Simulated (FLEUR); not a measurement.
Worked example: self-consistent single point of Al2Au (Fm-3m, 3 atoms in the cell) in FLEUR.

Computed with PBE, all-electron FLAPW (FLEUR), scalar-relativistic valence in FLEUR.

The change in words: lattice scaled by 0.97. Reference geometry:
```
CELL_PARAMETERS angstrom
      0.00000     3.00000     3.00000
      3.00000     0.00000     3.00000
      3.00000     3.00000     0.00000
ATOMIC_POSITIONS crystal
  Au 0.00000 0.00000 0.00000
  Al 0.25000 0.25000 0.25000
  Al 0.75000 0.75000 0.75000
```

Reference input (self-consistent single point, DFT, PBE, all-electron FLAPW (FLEUR), scalar-relativistic valence): Kmax = 4.4 1/bohr; GmaxXC = 17.6 1/bohr; xcFunctional = pbe; jspins = 1; l_soc = F; mode = gauss; fermiSmearingEnergy = 0.00999582 Htr; mesh (inpgen div1-3) = 7 7 7; inpgen gamma flag = false; Gmax = 17.6 1/bohr; numbands = 0; maxIterBroyd = 25. This run's input differs from it in these lines:

```diff
@@ -3,5 +3,5 @@
 &input film=f /
-0.0000000000 5.6691783739 5.6691783739
-5.6691783739 0.0000000000 5.6691783739
-5.6691783739 5.6691783739 0.0000000000
+-0.0000000000 5.4991030227 5.4991030227
+5.4991030227 0.0000000000 5.4991030227
+5.4991030227 5.4991030227 0.0000000000
 1.0
@@ -44,5 +44,5 @@
          <bravaisMatrix>
-            <row-1>    0.0000000000000000     5.6691783739000003     5.6691783739000003</row-1>
-            <row-2>    5.6691783739000003     0.0000000000000000     5.6691783739000003</row-2>
-            <row-3>    5.6691783739000003     5.6691783739000003     0.0000000000000000</row-3>
+            <row-1>    0.0000000000000000     5.4991030227000000     5.4991030227000000</row-1>
+            <row-2>    5.4991030227000000     0.0000000000000000     5.4991030227000000</row-2>
+            <row-3>    5.4991030227000000     5.4991030227000000     0.0000000000000000</row-3>
          </bravaisMatrix>
```

The program printed (abridged):

```
 Iteration:     1   Distance:      19.04483084 me/bohr^3
 Iteration:     2   Distance:      16.02073010 me/bohr^3
 Iteration:     3   Distance:       5.99177269 me/bohr^3
 Iteration:     4   Distance:       5.02171989 me/bohr^3
 Iteration:     5   Distance:       1.86393095 me/bohr^3
   [... 6 lines left out ...]
 Iteration:    12   Distance:       0.00175243 me/bohr^3
 Iteration:    13   Distance:       0.00033709 me/bohr^3
 Iteration:    14   Distance:       0.00023984 me/bohr^3
 Iteration:    15   Distance:       0.00000978 me/bohr^3
 Run finished successfully
 Stop message:
   Structural relaxation: Done

[file out, last iteration]
             iter=     16
[...]
          total density-effective poten   -3.4345729186E+04
          total charge density-energy d   -4.0288858219E+02
 Updated energy parameters for spin:           1
[...]
 fermi energy and band-weighting factors:
    0.732826    0.732826

[...]
FERMIE:
          first approx. to ef    (T=0)  :   0.407341 htr   (energy of the highest occ. eigenvalue)
          number of occ. states  (T=0)  :        223
          first approx. to seigv (T=0)  :  -7.101351 htr
          sum of weights of occ. states :  11.530612
          sum of semicore charge        :   0.000000 e
          fermi energy=   0.40956 har   work function= -11.14465 ev
          number of valence electrons=  23.00000
   [... lines left out ...]
          total moment                 =     0.00000
 Direct bandgap for spin            1 :    7.1851390918948765E-002  Htr
 ---->    free energy=                    -19533.5973293904 htr
   [... lines left out ...]
      extrapolation for T->0
 ---->    total electron energy=          -19533.5973293904 htr
 ***** TOTAL FORCES ON ATOMS *****
 TOTAL FORCE FOR ATOM TYPE=  1  X=  0.000   Y=  0.000   Z=  0.000
                       FX_TOT= 0.000000 FY_TOT= 0.000000 FZ_TOT= 0.000000
 TOTAL FORCE FOR ATOM TYPE=  2  X=  2.750   Y=  2.750   Z=  2.750
                       FX_TOT= 0.000000 FY_TOT= 0.000000 FZ_TOT= 0.000000
 Structural relaxation: Done
```

The run converged in 15 iterations. FLEUR gives forces in its relaxation mode, with a further iteration, so its stop message speaks of a relaxation. Against the reference run the total energy goes up by 92.6 meV/atom.

The starting cell comes from a database of published, mostly measured structures (it also holds non-ambient and calculated ones), without a prior relaxation at this level. For this run, on top of that: lattice scaled by 0.97. Spin-orbit coupling is off. Values depend on the basis (sphere radii, cutoffs, local orbitals), which need not be converged. The log's line on a gap gives a spacing of levels on this mesh, which the program prints for metals too.

Cost on one core of a shared machine: roughly 80 s.
